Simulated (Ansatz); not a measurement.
Where the default PAW files enter, the runs use the earlier of Ansatz's two default sets.

By PBEsol, the system below comes out a metal.

Input:

```yaml
crystal:
  lattice:
    - [3.17032, 0.00000, 0.00000]
    - [0.00000, 3.17032, 0.00000]
    - [1.58516, -1.58516, 1.58516]
  atoms:
    - { symbol: W, position: [0.00000, 0.00000, 0.00000] }
```

Space group of this cell: Im-3m, bcc (W type). The cell is taken as given; by PBEsol its mean pressure is -4.7 GPa.

The current flows along the normal of the first two printed cell vectors, the (001) plane of the conventional cell. No spin-orbit coupling; the value is a mean over 0.1 eV about the Fermi level.

Task: State the ballistic conductance per area according to PBEsol run with Ansatz (a first-principles code).

Result: 0.96 × 10¹⁵ S/m² for both spins.
